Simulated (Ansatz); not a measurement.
Start from MgB₂ (space group P6/mmm, No. 191; a = 3.0640 Å, c = 3.4977 Å; relaxed with 0.1 eV smearing). Axes: x lies along a and z along c of the hexagonal cell.

The values are results of plane-wave PAW DFT at the PBEsol level (Ansatz, a program for electronic structure, 420 eV), scalar-relativistic without spin-orbit coupling, not measurements.

Base values:

* **Volume per atom**: 9.48 Å³

It is then changed as follows: compressive biaxial strain of 1.00 % in the plane normal to [001], as in epitaxy on a mismatched substrate; the out-of-plane cell vector and the atoms relax.

Q: What does the calculation give for the volume per atom after the change?

A: The volume per atom falls by 0.164 Å³, from 9.48 Å³ to 9.31 Å³.

Whether these cells are dynamically stable was not tested. All final runs are without spin polarisation.
